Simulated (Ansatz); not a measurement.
An Ansatz (a program for electronic structure) input (PBEsol/PAW in Ansatz, no SOC):

Ansatz 0.2 input:
```yaml
crystal:
  lattice:
    - [5.928964211, 0, 0]
    - [0, 5.928964211, 0]
    - [0, 0, 6.954217042]
  atoms:
    - { symbol: Ge, position: [0.0883667103, 0.0883667103, 0] }
    - { symbol: Ge, position: [0.4116332897, 0.5883667103, 0.75] }
    - { symbol: Ge, position: [0.9116332897, 0.9116332897, 0.5] }
    - { symbol: Ge, position: [0.5883667103, 0.4116332897, 0.25] }
    - { symbol: Ge, position: [0.1718746919, 0.3690536701, 0.2576776821] }
    - { symbol: Ge, position: [0.1309463299, 0.6718746919, 0.0076776821] }
    - { symbol: Ge, position: [0.8281253081, 0.6309463299, 0.7576776821] }
    - { symbol: Ge, position: [0.8690536701, 0.3281253081, 0.5076776821] }
    - { symbol: Ge, position: [0.6718746919, 0.1309463299, 0.9923223179] }
    - { symbol: Ge, position: [0.6309463299, 0.8281253081, 0.2423223179] }
    - { symbol: Ge, position: [0.3281253081, 0.8690536701, 0.4923223179] }
    - { symbol: Ge, position: [0.3690536701, 0.1718746919, 0.7423223179] }
basis: { ecutwfc: 420, ecutrho_ratio: 4, xc_grid: 2, fft_grid_basis: typed }
kpoints: { mp_grid: { grid: [5, 5, 4] } }
hamiltonian:
  xc: pbesol
  dispersion: none
  pseudopotentials: { kind: paw }
scf: { occupations: { method: fermi_dirac, width: 0.05 }, convergence: { dr2_threshold: 0.0000000012 } }
output: { forces: true, stress: true }
```

**Question.** Which symmetry and how many k-points will the program report, and about how many plane waves at Γ?

**Answer.** Space group P43212 (ITA 96) with 8 operations, k-points 18 of 100, and 4743 plane waves at Γ.

Whether these cells are dynamically stable was not tested. The cell is Ge (space group P4_32_12, No. 96). This is not the structure that Ge has at room temperature and ambient pressure.
